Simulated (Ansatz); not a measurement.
The reference is MoP (space group P-6m2, No. 187; a = 3.241 Å, c = 3.195 Å).

All numbers come from PBE (Ansatz, an electronic-structure program, PAW, no SOC).

Before the change:

* **Pressure**: 0.0 GPa

One thing is altered: every lattice vector is stretched by 5.35 %, atoms relaxed at fixed cell.

### Question
What happens to the pressure?

### Answer
The pressure (mean of the normal stresses, compression positive) goes from zero to -24.5 GPa.

### Question
Estimate the effect on the energy relative to the base.

### Answer
The energy goes up by 0.217 eV/atom.

The cells carry an imposed strain or load. Whether these cells are dynamically stable was not tested. All final runs are without spin polarisation. An odd electron count without spin: MoP.
